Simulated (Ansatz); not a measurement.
## Fermi-surface data of YCo$_{3}$B$_{2}$ (P6/mmm)

Data:

```
Co3YB2
1.0
    4.94628     0.00000     0.00000
   -2.47314     4.28360     0.00000
    0.00000     0.00000     2.98067
Y Co B
1 3 2
Direct
  0.00000   0.00000   0.00000
  0.50000   0.00000   0.50000
  0.50000   0.50000   0.50000
  0.00000   0.50000   0.50000
  0.33333   0.66667   0.00000
  0.66667   0.33333   0.00000
```

Method: PBEsol, rigid bands (plane waves, PAW, scalar-relativistic; Ansatz, a first-principles code). How the cell was made: cell and atoms relaxed with PBEsol.

```yaml
density of states at the Fermi level: 2.89 states/(eV·cell), both spins
bare Sommerfeld coefficient: 1.14 mJ/(mol of atoms·K²)
drude_plasma_energy: 2.4 (x), 2.4 (y), 7.0 (z) eV
root-mean-square Fermi velocity: 4.1e5 m/s
resistivity times τ: 85 (x), 85 (y), 10.0 (z) ×10⁻²² Ω·m·s
```

A metal at this level (no band gap); rigid bands, thermally averaged at 300 K, both spins. Spin-orbit coupling is left out. τ is one relaxation time for all states.

Formula and space group known from diffraction (Crystallography Open Database), not checked to be the room-temperature form: YCo3B2 (P6/mmm). Treated as nonmagnetic (a ferromagnetic start lost its moment, other orders weren't tried): YCo3B2 (P6/mmm).
